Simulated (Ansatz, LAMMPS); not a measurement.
**Si well of 16 atomic layers along [001] in random Si0.7Ge0.3, interfaces graded over 4 layers**

Cell 16.67 × 16.67 × 55.03 Å, Si581Ge139, 720 atoms. Prepared with LAMMPS with Tersoff's 1989 multicomponent potential (SiCGe.tersoff): minimisation. 

Calculation: PBE, support functions at accuracy medium on the grid of 370 eV (norm-conserving potentials; Ansatz, an electronic-structure program).

Basis: localised support functions (accuracy medium) on a full density matrix. k-points: zone centre alone; occupations: Fermi-Dirac, 0.010 eV; spin polarisation not allowed. Spin-orbit coupling is left out.

* **Kohn-Sham gap of the cell on its k-mesh**: 0.38 eV
* **weight of the highest filled level on the well**: 0.33
* **weight of the lowest empty level on the well**: 0.95
* **coordination (neighbours within 2.858 Å)**: 100.0 % 4-fold
* **Ge-Ge bonds, mean ± spread**: 2.471 ± 0.007 Å
* **Ge-Si bonds, mean ± spread**: 2.424 ± 0.007 Å
* **Si-Si bonds, mean ± spread**: 2.382 ± 0.007 Å
* **bond angles, mean ± spread**: 109.5° ± 1.1°
* **pressure**: -0.91 GPa
* **cost of the final run**: roughly 80 core-minutes, 15 SCF iterations, 15 GiB
